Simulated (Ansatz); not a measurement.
Base system: PbS in the rock salt structure (space group Fm-3m, No. 225; a = 5.903 Å).

Levels (all Ansatz, a quantum-chemistry and plane-wave program, PAW): PBEsol (420 eV, scalar-relativistic without spin-orbit coupling); r2SCAN (500 eV, spin-orbit coupling left out); HSE06 (420 eV, no spin-orbit coupling).

At the geometry relaxed with PBEsol, these levels gave the following band gaps, in shuffled order: (a) 0.72 eV, (b) 0.55 eV, (c) 0.19 eV.

Match each gap to its level.

(a) HSE06; (b) r2SCAN; (c) PBEsol.

Single points use the geometry relaxed with PBEsol. HSE06 gaps are upper bounds (no full band path). With Pb present, leaving out spin-orbit coupling can change the band edges. Stability against distortions was not tested. A zero or small gap of PbS can be the functional's error rather than a property of the material.
